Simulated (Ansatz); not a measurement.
Results of LDA (Ansatz, a first-principles code, plane waves, PAW) for TaW (model structure, Cmcm, No. 63, 4 atoms in the cell).

Run with plane-wave cutoff 520 eV, 18×18×14 k mesh (along the axes of the cell as run), Fermi–Dirac smearing 0.05 eV, no spin polarisation, scalar-relativistic PAW data made under PBE.

Cell (relaxed at this level):

```yaml
crystal:
  lattice:
    - [1.30066, -5.43771, 0.00000]
    - [1.30066, 5.43771, 0.00000]
    - [0.00000, 0.00000, 4.69681]
  atoms:
    - { symbol: Ta, position: [0.67752, 0.32248, 0.25000] }
    - { symbol: W, position: [0.93230, 0.06770, 0.25000] }
    - { symbol: Ta, position: [0.32248, 0.67752, 0.75000] }
    - { symbol: W, position: [0.06770, 0.93230, 0.75000] }
```

**Question.** Give the computed bulk modulus B0.

**Answer.** 
- bulk modulus B0 = 254 GPa

Note: the run has no spin polarisation, so it can have missed a magnetic state; the bulk modulus is −V dP/dV from two relaxed cells at ±2 % in volume; the relaxation could raise the start's symmetry but not lower it, so the cell can be a saddle point.

Spin–orbit coupling is not included.

Cost on a shared machine: very roughly 40 core-minutes.

A model structure was made by putting elements into a prototype or built by hand; it is no filed structure, need not be a known phase, and can be a saddle point held by its symmetry.
